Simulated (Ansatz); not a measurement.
## La2O3, pressure series

Consider La₂O₃ (space group P-3m1, No. 164; a = 3.935 Å, c = 6.126 Å).

Cell and atoms are relaxed at each pressure.

Method: r2SCAN/PAW in Ansatz (a quantum-chemistry and plane-wave program), scalar-relativistic without spin-orbit coupling.

Notes on the quantities. enthalpy: H = E + PV relative to the base's energy.

```json
[
 {"case": "base", "density": "6.58 g/cm³", "enthalpy": "–", "band gap": "4.23 eV", "smallest direct gap": "4.35 eV"},
 {"case": "pressure −2 GPa", "density": "6.47 g/cm³", "enthalpy": "-0.21 eV/atom", "band gap": "4.22 eV", "smallest direct gap": "4.34 eV"},
 {"case": "pressure −1 GPa", "density": "6.53 g/cm³", "enthalpy": "-0.10 eV/atom", "band gap": "4.22 eV", "smallest direct gap": "4.34 eV"},
 {"case": "pressure 0.9 GPa", "density": "…", "enthalpy": "+0.09 eV/atom", "band gap": "4.23 eV", "smallest direct gap": "4.35 eV"},
 {"case": "pressure 2.1 GPa", "density": "6.70 g/cm³", "enthalpy": "+0.21 eV/atom", "band gap": "4.23 eV", "smallest direct gap": "4.35 eV"},
 {"case": "pressure 4.5 GPa", "density": "6.83 g/cm³", "enthalpy": "+0.45 eV/atom", "band gap": "4.23 eV", "smallest direct gap": "4.34 eV"},
 {"case": "pressure 9 GPa", "density": "7.05 g/cm³", "enthalpy": "+0.89 eV/atom", "band gap": "4.21 eV", "smallest direct gap": "4.33 eV"},
 {"case": "pressure 15 GPa", "density": "7.33 g/cm³", "enthalpy": "+1.45 eV/atom", "band gap": "4.17 eV", "smallest direct gap": "4.32 eV"},
 {"case": "pressure 22.5 GPa", "density": "7.64 g/cm³", "enthalpy": "+2.13 eV/atom", "band gap": "4.11 eV", "smallest direct gap": "4.29 eV"},
 {"case": "pressure 30 GPa", "density": "7.91 g/cm³", "enthalpy": "+2.78 eV/atom", "band gap": "4.08 eV", "smallest direct gap": "4.27 eV"}
]
```

Some entries are withheld; estimate them.


- pressure 0.9 GPa, density: 6.64 g/cm³

Load acts through the strain it causes; cell and atoms are relaxed under it. Whether these cells are dynamically stable was not tested. Competing high-pressure phases were not computed.
